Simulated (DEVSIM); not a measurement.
System: abrupt CdTe p-n junction, at 300 K.

Layer 1 from the left is CdTe, thickness (μm) 12.0, Na (cm⁻³) 1.6e15, τn (s) 2.8e-8, τp (s) 2.8e-8. Layer 2 from the left is CdTe, thickness (μm) 1.60, Nd (cm⁻³) 4.9e14, τn (s) 2.8e-8, τp (s) 2.8e-8.

Left contact: ohmic. Right contact: ohmic. Voltage is applied to the left contact. Recombination: SRH at mid-gap, radiative. Mobility is μmin + (μ − μmin)/(1 + (N/Nref)^α).

Constants are typed, rounded textbook-type inputs, not results; the design itself was drawn at random and stands for no fabricated device. Values at 300 K.

CdTe: gap (eV) 1.5, affinity (eV) 4.28, permittivity 10.2, Nc (cm⁻³) 8e17, Nv (cm⁻³) 1.8e19, μn (cm²/Vs) 1000, μp (cm²/Vs) 80, μn,min 100, μp,min 10, Nref,n 1e17, Nref,p 1e17, αn 0.6, αp 0.6, B (cm³/s) 1e-10.

DEVSIM, 1D drift-diffusion, Boltzmann statistics, complete ionisation; no tunnelling, impact ionisation, image-force lowering or self-heating.

**Question.** What does the simulation give for the largest field in the device at zero bias, the dark forward voltage at 100 A/cm², the potential step across the device at zero bias, the dark forward voltage at 1 A/cm²?

**Answer.** largest field in the device at zero bias 12000 V/cm; dark forward voltage at 100 A/cm² 1.772 V; potential step across the device at zero bias 1.068 V; dark forward voltage at 1 A/cm² 1.057 V.
